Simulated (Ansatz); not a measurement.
**CdSe: response to strain**

The parent structure is CdSe in the wurtzite structure (space group P6_3mc, No. 186; a = 4.3019 Å, c = 7.0210 Å).

Strains are applied to the cell and any free atomic positions relax.

Level of theory: PBEsol (Ansatz, a program for electronic structure; PAW; 420 eV plane waves; spin-orbit coupling left out).

Candidates:
(a) isotropic strain +0.60 %
(b) isotropic strain +1.20 %
(c) isotropic strain +3.00 %
(d) isotropic strain +2.40 %

For the base:

The band gap comes out as 0.54 eV.

### Question
Order them by band gap, highest first.

### Answer
(a) isotropic strain +0.60 % (0.50 eV), (b) isotropic strain +1.20 % (0.46 eV), (d) isotropic strain +2.40 % (0.39 eV), (c) isotropic strain +3.00 % (0.36 eV)

Whether these cells are dynamically stable was not tested.
